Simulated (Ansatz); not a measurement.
A self-consistent single point of Bi2PdPt (P3m1, 4 atoms in the cell) with Ansatz (a quantum-chemistry and plane-wave program).

Level of theory: LDA (PW92), default PAW files made with PBE (plane waves; Ansatz).

```xyz
4
Lattice="4.3073 0.0000 0.0000 -2.1537 3.7303 0.0000 0.0000 0.0000 5.5978" Properties=species:S:1:pos:R:3 pbc="T T T"
Bi     0.0000     2.4868     1.4208
Bi     2.1537     1.2434     4.2270
Pd     0.0000     0.0000     2.7989
Pt     0.0000     0.0000     0.0000
```

Reference input (self-consistent single point, DFT, LDA (PW92), plane waves, default PAW files made with PBE): basis.ecutwfc = 30.9 Ry; kpoints.mp_grid.grid = 7 7 4; hamiltonian.xc = lda; hamiltonian.pseudopotentials = {kind: paw} (the program's default PAW files); scf.occupations.method = fermi_dirac; scf.occupations.width = 0.0073 Ry. This run's input differs from it in these lines:

Ansatz 0.2 input:
```diff
@@ -11,3 +11,3 @@
 basis:
-  ecutwfc: 30.9 Ry
+  ecutwfc: 54.0 Ry
 kpoints:
```

Output (repeated stretches shortened):

```
SCF iter   1: F=—  HF=-43262.555441 eV  |F-HF|=—  |Δ(HF+E_count)|=         —  Δρ=8.29e-3  dr2=5.87e-2  ethr=1.77e-3  ⟨swp⟩=6.8  Hψ=4531  notcnv=0  defer=5
all-band conjugate gradients solve this SCF's bands
preconditioner: auto → LDOS
SCF iter   2: F=—  HF=-43262.558862 eV  |F-HF|=—  |Δ(HF+E_count)|=   3.42e-3  Δρ=8.15e-3  dr2=6.22e-2  ethr=8.90e-5  ⟨swp⟩=2.0  Hψ=2406  notcnv=0  defer=16
SCF iter   3: F=—  HF=-43262.545822 eV  |F-HF|=—  |Δ(HF+E_count)|=   1.30e-2  Δρ=1.19e-3  dr2=1.05e-3  ethr=8.90e-5  ⟨swp⟩=2.0  Hψ=1996  notcnv=0  defer=16
SCF iter   4: F=—  HF=-43262.545552 eV  |F-HF|=—  |Δ(HF+E_count)|=   2.70e-4  Δρ=1.65e-4  dr2=3.43e-5  ethr=1.59e-6  ⟨swp⟩=2.0  Hψ=1906  notcnv=0  defer=16
SCF iter   5: F=—  HF=-43262.545498 eV  |F-HF|=—  |Δ(HF+E_count)|=   5.45e-5  Δρ=3.51e-5  dr2=1.51e-6  ethr=5.20e-8  ⟨swp⟩=2.0  Hψ=1792  notcnv=0  defer=16
SCF iter   6: F=-43262.545497 eV  HF=-43262.545497 eV  |F-HF|=3.15e-8  |Δ(HF+E_count)|=   2.55e-7  Δρ=6.89e-6  dr2=3.73e-8  ethr=1.52e-10  ⟨swp⟩=5.7  Hψ=5558  notcnv=0
SCF 1 converged in 6 iterations: F = -43262.545497 eV  dr2 = 3.73e-8
Free energy (F): -43262.545497 eV
Internal energy: -43262.498614 eV  (E = F + TS)
E sigma→0 (E₀):  -43262.522056 eV
Entropy (-TS):   -0.046883 eV (-11.721 meV/atom)
Fermi energy:    14.977120 eV
--- Forces (eV/Å), atoms counted from 1 ---
  atom   1  Bi    -0.00000000    -0.00000000    -0.18321828
  atom   2  Bi     0.00000000     0.00000000     0.06622165
  atom   3  Pd     0.00000000    -0.00000000     0.04837499
  atom   4  Pt     0.00000000     0.00000000     0.06863096
--- Stress (GPa, compression-positive) ---
       -3.212098      -0.000000      -0.000000
       -0.000000      -3.212098      -0.000000
        0.000000      -0.000000      -4.314208
  P = ⅓ Tr σ = -3.5795 GPa (-35.795 kbar)
  The stress holds the Pulay correction. Without it, at fixed plane waves, as pw.x and ABINIT print it: P = -3.5819 GPa
```

The run converged in 6 iterations. Against the reference run the free energy drops by 1.5 meV/atom, the pressure hardly changes (-3.57 to -3.58 GPa) and the largest force stays at 0.183 eV/Å.

The starting cell comes from a database of computed structures (which also holds hypothetical and non-ambient phases and stackings), without a prior relaxation at this level. Its lattice was rescaled by up to half a per cent. One atom was moved a little off its site on purpose. Spin-orbit coupling is off. Spin polarisation is off. Ansatz's pressure includes its estimate of the finite-basis (Pulay) stress.
